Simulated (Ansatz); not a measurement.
Given:

```xyz
2
Lattice="0.0000 2.2671 2.2750 2.2671 0.0000 2.2750 2.2671 2.2671 0.0000" Properties=species:S:1:pos:R:3 pbc="T T T"
P      1.1336     1.1336     1.1375
B      0.0000     0.0000     0.0000
```

No spin polarisation.

All numbers come from r2SCAN/PAW in Ansatz (a quantum-chemistry and plane-wave program), scalar-relativistic without spin-orbit coupling. k-mesh 12×12×12 (Γ-centred); smearing 0.05 eV (Fermi–Dirac).

**Question.** What is the computed electron mass?

**Answer.** 1.3 mₑ along k, 0.22 mₑ across (off the special points).

**Question.** Predict the band gap.

**Answer.** 1.39 eV.

**Question.** What is the computed valence-band top at Γ (three highest levels, from the VBM)?

**Answer.** 0.00, 0.00, -0.04 eV.

**Question.** Estimate the smallest direct gap.

**Answer.** 3.58 eV.

Load acts through the strain it causes; cell and atoms are relaxed under it. Effective masses come from finite differences of ±0.01 Å⁻¹. Along k means along the line from Γ to the band edge. Stability under load was not tested beyond the relaxation. The cell was made from BP in the zinc blende structure (space group F-43m, No. 216) by this change: uniaxial stress, 1 GPa tension along z.
